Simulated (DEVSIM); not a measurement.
Device: abrupt GaAs p-n junction, at 300 K.

Layer 1 from the left is GaAs, thickness (μm) 1.90, Na (cm⁻³) 1.5e17, τn (s) 1.9e-8, τp (s) 1.9e-9. Layer 2 from the left is GaAs, thickness (μm) 75.0, Nd (cm⁻³) 6.9e14, τn (s) 1.9e-9, τp (s) 1.9e-9.

Left contact: ohmic. Right contact: ohmic. Voltage is applied to the left contact. Recombination: SRH at mid-gap, radiative, Auger. Mobility is μmin + (μ − μmin)/(1 + (N/Nref)^α).

Constants are typed, rounded textbook-type inputs, not results; the design itself was drawn at random and stands for no fabricated device. Values at 300 K.

GaAs: gap (eV) 1.424, affinity (eV) 4.07, permittivity 12.9, Nc (cm⁻³) 4.7e17, Nv (cm⁻³) 9e18, μn (cm²/Vs) 8500, μp (cm²/Vs) 400, μn,min 500, μp,min 20, Nref,n 6e16, Nref,p 1.5e17, αn 0.39, αp 0.38, B (cm³/s) 2e-10, Cn (cm⁶/s) 1e-30, Cp (cm⁶/s) 1e-30.

Q: Estimate by hand the built-in potential, the peak field at zero bias, the capacitance at -3 V, and compare with a numerical solution.

A: 
- Built-in potential: ni = √(Nc Nv) exp(−Eg/2kT) = 2250000 cm⁻³ with Eg = 1.424 eV; Vbi = kT/q ln(Na Nd/ni²) = 1.149 V; numerical 1.149 V.
- Peak field at zero bias: depletion approximation: W = √(2εVbi/(qN)) = 1.54 μm with N = 6.87e14 cm⁻³; field = 2Vbi/W = 14900 V/cm; numerical 23300 V/cm (estimate below by 36 %).
- Capacitance at -3 V: C = √(qεN / 2(Vbi + |V|)) = 3.89 nF/cm²; numerical 3.92 nF/cm² (estimate below by 0.78 %).

Simulated with DEVSIM: 1D drift-diffusion, Boltzmann statistics, complete ionisation; no tunnelling, impact ionisation, image-force lowering or self-heating.
